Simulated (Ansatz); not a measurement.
Defect: Al-vacancy pair (Al on one host Mo site, one Mo site vacant) in bcc Mo, neutral cell. All values below come from PBE, PAW (plane waves to 420 eV; Ansatz, a quantum-chemistry and plane-wave program).

Settings: 36 host sites, the relaxed PBE lattice, a 2×2×3 k-point mesh shifted by half a step, smearing 0.10 eV, spin-restricted, no image-charge correction. Energies are static. Forms of the defect that were not tried may lie lower.

Barriers: single points on a 3×3×5 k-point mesh shifted by half a step at the bands' geometries.

Relaxed starting cell (atoms counted from 1):

```
CELL_PARAMETERS angstrom
      9.48245     0.00000     0.00000
      0.00000     9.48245     0.00000
      0.00000     0.00000     6.32164
ATOMIC_POSITIONS crystal
  Al 0.00762 0.00838 0.01412
  Mo 0.99991 0.00072 0.49963
  Mo 0.00032 0.32886 0.00312
  Mo 0.00076 0.33229 0.49767
  Mo 0.99988 0.67009 0.00144
  Mo 0.99973 0.66584 0.50233
  Mo 0.32801 0.00116 0.00313
  Mo 0.33150 0.00158 0.49766
  Mo 0.33190 0.33272 0.00342
  Mo 0.33308 0.33390 0.49849
  Mo 0.33287 0.66620 0.00180
  Mo 0.33300 0.66693 0.50297
  Mo 0.66929 0.00071 0.00143
  Mo 0.66503 0.00055 0.50233
  Mo 0.66538 0.33369 0.00180
  Mo 0.66612 0.33381 0.50297
  Mo 0.66550 0.66634 0.00425
  Mo 0.66640 0.66723 0.50173
  Mo 0.16773 0.16856 0.74291
  Mo 0.16533 0.49617 0.25132
  Mo 0.16527 0.49833 0.75101
  Mo 0.16845 0.83098 0.25535
  Mo 0.16629 0.83371 0.75134
  Mo 0.49533 0.16619 0.25131
  Mo 0.49750 0.16613 0.75100
  Mo 0.49905 0.49990 0.25175
  Mo 0.49770 0.49855 0.75222
  Mo 0.49922 0.83352 0.25204
  Mo 0.49703 0.83470 0.75234
  Mo 0.83019 0.16926 0.25535
  Mo 0.83290 0.16711 0.75137
  Mo 0.83266 0.50008 0.25204
  Mo 0.83384 0.49787 0.75234
  Mo 0.83193 0.83276 0.25260
  Mo 0.83182 0.83267 0.74996
```

End state 1 differs by these moves (Å; atoms that move under 0.08 Å are left out):

| atom | element | Δx | Δy | Δz |
|---|---|---|---|---|
| 1 | Al | 1.42 | 1.42 | 1.43 |
| 2 | Mo | -0.03 | -0.03 | 0.07 |
| 19 | Mo | -0.03 | -0.03 | 0.07 |

Q: Estimate the forward and backward barriers to end state 1 that PBE, PAW returns for this input.

A: forward 0.59 eV, backward 0.59 eV; at the saddle point atom 1 has neighbours 4 Mo at 2.68, 2 Mo at 2.69, 4 Mo at 3.40, 2 Mo at 3.41 Å. The saddle point's order was not checked, and it lies on a symmetry element of the cell, where a band can be held.

End state 2 differs by these moves (Å; atoms that move under 0.08 Å are left out):

```
atom  element     Δx     Δy     Δz
----  -------  -----  -----  -----
1          Al  -0.08  -0.08  -0.08
2          Mo   1.58   1.58  -1.54
```

Q: What is the computed forward and backward barriers to end state 2 (PBE, PAW)?

A: forward 1.38 eV, backward 0.99 eV; at the saddle point atom 2 has neighbours Al at 2.71; 3 Mo at 2.66, 2 Mo at 2.73, 2 Mo at 3.24, Mo at 3.26 Å. The saddle point's order was not checked, and it lies on a symmetry element of the cell, where a band can be held.
